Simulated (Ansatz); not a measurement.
**fcc Rh (0 0 1) on anatase TiO2 (0 0 1) (film strained to the substrate, started from cuts of the bulks and a machine-learned relaxation; slabs Ti8O16 and Rh12, which can lie off the formulas)**

A periodic stack without vacuum, fcc Rh (0 0 1) on anatase TiO2 (0 0 1) (film strained to the substrate, started from cuts of the bulks and a machine-learned relaxation; slabs Ti8O16 and Rh12, which can lie off the formulas): substrate slab Ti8O16, film Rh12, surface cells [[0, 1], [-1, 0]] and [[0, -1], [2, 1]], film strained by -0.8 and -0.8 %, outermost planes O/O and Rh/Rh as cut, which need not be the usual terminations and can put a slab off its formula.

The start was prepared with a machine-learned potential, and the result is one local minimum, with the in-plane cell held and forces under 0.04 eV/Å; the film can end far from its bulk form.

Calculation: PBE (plane waves to 420 eV, PAW; Ansatz, a quantum-chemistry and plane-wave program). Scalar-relativistic, without spin–orbit coupling; the runs are not spin-polarised; PBE gaps are too small against experiment. Its k-point mesh 8×8×1, Fermi–Dirac width 0.05 eV.

```
Property                                                                                                                                                                               Value
--------------------------------------------------------------------------------  ----------------------------------------------------------------------------------------------------------
interface area                                                                                                                                                                       14.4 Å²
period                                                                                                                                                                               31.56 Å
heights between the nearest atoms of the two slabs at the two interfaces                                                                                                     2.02 and 2.02 Å
Rh–Ti contacts across the interfaces within 1.22 times the sum of covalent radii                                                                                              8, mean 3.14 Å
O–Rh contacts across the interfaces within 1.22 times the sum of covalent radii                                                                                               2, mean 2.02 Å
estimate of the barrier                                                           withheld, since the Fermi level falls at or inside a band of the host, which a slab this thin can't settle
```

```yaml
crystal:
  lattice:
    - [3.79840, 0.00019, -0.05454]
    - [0.00032, 3.79859, 0.03577]
    - [-1.40872, 1.56789, 31.59646]
  atoms:
    - { symbol: Ti, position: [0.40219, 0.02892, 0.04649] }
    - { symbol: Ti, position: [0.01960, 0.91430, 0.27686] }
    - { symbol: O, position: [0.52620, 0.90755, 0.29024] }
    - { symbol: O, position: [0.40830, 0.52224, 0.06001] }
    - { symbol: O, position: [0.89543, 0.03589, 0.03292] }
    - { symbol: O, position: [0.43538, 0.99804, 0.10906] }
    - { symbol: Ti, position: [0.97968, 0.45216, 0.20004] }
    - { symbol: Ti, position: [0.44200, 0.49123, 0.12301] }
    - { symbol: O, position: [0.94862, 0.48450, 0.13641] }
    - { symbol: O, position: [0.98659, 0.94556, 0.21333] }
    - { symbol: O, position: [0.47329, 0.45878, 0.18652] }
    - { symbol: O, position: [0.01296, 0.42085, 0.26344] }
    - { symbol: Ti, position: [0.55743, 0.87546, 0.35369] }
    - { symbol: Ti, position: [0.17165, 0.76082, 0.58410] }
    - { symbol: O, position: [0.67826, 0.75404, 0.59765] }
    - { symbol: O, position: [0.56430, 0.36884, 0.36713] }
    - { symbol: O, position: [0.05087, 0.88212, 0.34032] }
    - { symbol: O, position: [0.58936, 0.84414, 0.41723] }
    - { symbol: Ti, position: [0.13396, 0.29857, 0.50758] }
    - { symbol: Ti, position: [0.59618, 0.33755, 0.43053] }
    - { symbol: O, position: [0.10273, 0.33089, 0.44405] }
    - { symbol: O, position: [0.14091, 0.79176, 0.52151] }
    - { symbol: O, position: [0.62739, 0.30532, 0.49415] }
    - { symbol: O, position: [0.16484, 0.26756, 0.57056] }
    - { symbol: Rh, position: [0.24051, 0.69023, 0.72362] }
    - { symbol: Rh, position: [0.74024, 0.19060, 0.72291] }
    - { symbol: Rh, position: [0.71023, 0.72071, 0.66176] }
    - { symbol: Rh, position: [0.21193, 0.21884, 0.66525] }
    - { symbol: Rh, position: [0.30094, 0.62976, 0.84605] }
    - { symbol: Rh, position: [0.80091, 0.12979, 0.84603] }
    - { symbol: Rh, position: [0.77055, 0.66014, 0.78453] }
    - { symbol: Rh, position: [0.27055, 0.16018, 0.78452] }
    - { symbol: Rh, position: [0.35977, 0.57102, 0.96530] }
    - { symbol: Rh, position: [0.86138, 0.06924, 0.96881] }
    - { symbol: Rh, position: [0.83137, 0.59932, 0.90765] }
    - { symbol: Rh, position: [0.33105, 0.09970, 0.90694] }
```
